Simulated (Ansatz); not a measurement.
Start from PtSe2 in the CdI2 type structure (space group P-3m1, No. 164; a = 3.7722 Å, c = 4.8212 Å; layered; relaxed with 0.1 eV smearing). Axes: x lies along a and z along c of the hexagonal cell.

Computed with Ansatz (a quantum-chemistry and plane-wave program) PBE-D3(BJ), spin-orbit coupling left out.

Strains are applied to the cell and any free atomic positions relax; under biaxial strain the out-of-plane vector relaxes too.

One change was made to it. Results:

| quantity | base | after |
|---|---|---|
| pressure (mean of the normal stresses, compression positive) | 0.0 GPa | -1.3 GPa |
| volume per atom | 19.80 Å³ | 19.93 Å³ |

Task: Which of these changes matches the shifts?
(A) biaxial strain −3.00 %, plane normal [001], relaxed out of plane
(B) biaxial strain +1.00 %, plane normal [001], relaxed out of plane
(C) biaxial strain +2.50 %, plane normal [001], relaxed out of plane
(D) biaxial strain +1.50 %, plane normal [001], relaxed out of plane

Result: B, biaxial strain +1.00 %, plane normal [001], relaxed out of plane. For comparison, the pressure in the other runs: biaxial strain +1.50 %, plane normal [001], relaxed out of plane gives -1.9 GPa; biaxial strain +2.50 %, plane normal [001], relaxed out of plane gives -3.1 GPa; biaxial strain −3.00 %, plane normal [001], relaxed out of plane gives 3.9 GPa.

Stability against distortions was not tested. The final runs are not spin-polarised.
